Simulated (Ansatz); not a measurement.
**Fe11Si5 (Pm-3m, No. 221, 16 atoms in the cell; start mp-19800)**

Level of theory: LDA (plane waves, PAW; Ansatz, a first-principles code).

Numerical settings: plane-wave cutoff 500 eV, 8×8×8 k mesh, Fermi–Dirac smearing 0.05 eV, spin-polarised start, scalar-relativistic PAW data made under PBE.

Cell (relaxed at this level):

```yaml
crystal:
  lattice:
    - [5.44952, 0.00000, 0.00000]
    - [0.00000, 5.44952, 0.00000]
    - [0.00000, 0.00000, 5.44952]
  atoms:
    - { symbol: Fe, position: [0.25224, 0.74776, 0.74776] }
    - { symbol: Fe, position: [0.74776, 0.25224, 0.25224] }
    - { symbol: Fe, position: [0.25224, 0.25224, 0.74776] }
    - { symbol: Fe, position: [0.74776, 0.74776, 0.25224] }
    - { symbol: Fe, position: [0.74776, 0.25224, 0.74776] }
    - { symbol: Fe, position: [0.25224, 0.74776, 0.25224] }
    - { symbol: Fe, position: [0.74776, 0.74776, 0.74776] }
    - { symbol: Fe, position: [0.25224, 0.25224, 0.25224] }
    - { symbol: Fe, position: [0.50000, 0.00000, 0.00000] }
    - { symbol: Fe, position: [0.00000, 0.50000, 0.00000] }
    - { symbol: Fe, position: [0.00000, 0.00000, 0.50000] }
    - { symbol: Si, position: [0.50000, 0.50000, 0.50000] }
    - { symbol: Si, position: [0.00000, 0.50000, 0.50000] }
    - { symbol: Si, position: [0.50000, 0.00000, 0.50000] }
    - { symbol: Si, position: [0.50000, 0.50000, 0.00000] }
    - { symbol: Si, position: [0.00000, 0.00000, 0.00000] }
```

For Fe11Si5 (Pm-3m, No. 221, 16 atoms in the cell; start mp-19800), the band gap is zero (no gap).

Note: the magnetic order was assumed, not searched for or taken from measurement; a magnet's gap depends somewhat on the PAW data; the relaxation could not lower the start's symmetry, so the cell can be a saddle point above a distorted one.

The computed numbers hold no vibrational or temperature effects.

The result took very roughly 15 core-minutes.

A start named mp-… is a Materials Project structure, which need not be a measured phase.
